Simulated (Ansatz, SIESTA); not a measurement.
A SIESTA input for a self-consistent single point of CaS (Fm-3m, 2 atoms in the cell) (DFT, GGA PBE, numerical atomic orbitals DZP, PseudoDojo PBE standard norm-conserving potentials (rewritten from UPF to PSML)):

```
# files in the folder: Ca.psml S.psml (PseudoDojo PBE standard)
SystemName  CaS
SystemLabel CaS

NumberOfAtoms                2
NumberOfSpecies              2
%block ChemicalSpeciesLabel
  1 20 Ca
  2 16 S
%endblock ChemicalSpeciesLabel
LatticeConstant              1.0 Ang
%block LatticeVectors
     0.000000000    2.897728000    2.897728000
     2.897728000    0.000000000    2.897728000
     2.897728000    2.897728000    0.000000000
%endblock LatticeVectors
AtomicCoordinatesFormat      Ang
%block AtomicCoordinatesAndAtomicSpecies
     0.000000000    0.000000000    0.000000000  1
     2.897728000    2.897728000    2.897728000  2
%endblock AtomicCoordinatesAndAtomicSpecies

XC.functional                GGA
XC.authors                   PBE
PAO.BasisSize                DZP
PAO.EnergyShift              0.01 Ry
MeshCutoff                   300 Ry
%block kgrid.MonkhorstPack
    7   0   0  0.0
    0   7   0  0.0
    0   0   7  0.0
%endblock kgrid.MonkhorstPack
OccupationFunction           FD
ElectronicTemperature        10 K

MaxSCFIterations             150
SCF.Mixer.Method             Broyden
SCF.Mixer.Weight             0.25
SCF.Mixer.History            8
SCF.DM.Tolerance             1.0E-04
Diag.ParallelOverK           true
WriteForces                  true
Charge.Mulliken              end
```

Task: Give the Ansatz (a quantum-chemistry and plane-wave program) input for the same structure, mesh, smearing and functional.

Result: One input that does it (others would too):

Ansatz 0.2 input:
```yaml
crystal:
  lattice:
    - [0.000000, 2.897728, 2.897728]
    - [2.897728, 0.000000, 2.897728]
    - [2.897728, 2.897728, 0.000000]
  atoms:
    - { symbol: Ca, position: [0.000000, 0.000000, 0.000000] }
    - { symbol: S, position: [0.500000, 0.500000, 0.500000] }
kpoints:
  mp_grid: { grid: [7, 7, 7] }
hamiltonian:
  xc: pbe
  pseudopotentials: { kind: paw }
scf:
  occupations: { method: fixed }
output:
  forces: true
  eigenvalues: true
  stress: true
```

Basis settings and potentials, where a program has them, do not carry over. This input uses DFT, PBE, plane waves, default PAW files. Both were run: pressure 2.44 GPa in SIESTA and -2.28 in Ansatz; gap on the mesh 3.573 eV in SIESTA and 2.532 in Ansatz. Ansatz's pressure is the one without its finite-basis correction.

On Ansatz: the starting cell comes from a database of computed structures (which also holds hypothetical and non-ambient phases and stackings), without a prior relaxation at this level. Its lattice was rescaled by a random factor within 2.5 % of one. Another mesh or the band path of this cell gives a smaller gap, so this value is not converged in the mesh.

On SIESTA: the starting cell comes from a database of computed structures (which also holds hypothetical and non-ambient phases and stackings), without a prior relaxation at this level. Its lattice was rescaled by a random factor within 2.5 % of one. Values carry the incompleteness of an atom-centred basis. The basis of the alkali or alkaline-earth atoms may lack their empty d shell, which can raise the gap.
